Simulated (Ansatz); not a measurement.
The reference is Rh in the fcc (Cu type) structure (space group Fm-3m, No. 225; a = 3.7551 Å; relaxed with 0.1 eV smearing). Axes: x, y, z lie along the cube axes.

Level of theory: DFT with LDA, PAW potentials and a 420 eV plane-wave cutoff in Ansatz (a first-principles code), no spin-orbit coupling.

Base values:

The shortest interatomic distance is 2.655 Å.

Modification: a pure shear with ε_xy = ε_yx = 0.0200; the atoms relax in the strained cell.

How does this affect the energy relative to the base, stress and shortest interatomic distance?

The energy goes up by 15 meV/atom; the stress (xx, yy, zz, yz, xz, xy; compression positive) comes out as (1.0, 1.0, 0.0, 0.0, 0.0, -8.8) GPa; the shortest interatomic distance falls by 0.053 Å, from 2.655 Å to 2.602 Å.

Whether these cells are dynamically stable was not tested. All final runs are without spin polarisation.
